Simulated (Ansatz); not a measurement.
The starting structures come from a database of crystals and need not be the phases stable at ambient conditions.

Here is the system:

```
CELL_PARAMETERS angstrom
      5.91222     0.03198     0.02965
      2.53897     7.26186    -0.00482
     -0.48200    -1.92683     5.56878
ATOMIC_POSITIONS crystal
  Hg 0.50000 0.00000 0.00000
  Hg 0.00000 0.00000 0.50000
  Hg 0.71269 0.57071 0.28731
  Hg 0.28731 0.42929 0.71269
  P  0.64092 0.91365 0.35908
  P  0.35908 0.08635 0.64092
  Cl 0.72496 0.50000 0.72496
  Cl 0.27504 0.50000 0.27504
  Cl 0.10482 0.78194 0.89518
  Cl 0.89518 0.21806 0.10482
```

Space group of this cell: C2/m. The cell was relaxed by PBE-D3(BJ); by PBEsol its mean pressure is -1.2 GPa.

Transport runs along the normal of the first two printed cell vectors.

No gap correction and no spin-orbit coupling; mid-gap values are interpolated between computed energies.

Question: Estimate the band gap and the smallest decay constant κ at mid-gap that PBEsol in Ansatz (a program for electronic structure) returns for this system.

Answer: Gap 1.47 eV on a 6×6×6 mesh; κ = 0.206 1/Å, at (0.167, 0.000) of the in-plane reciprocal vectors. At the zone centre, at the nearest computed energy, the slowest state has κ = 0.21 1/Å.
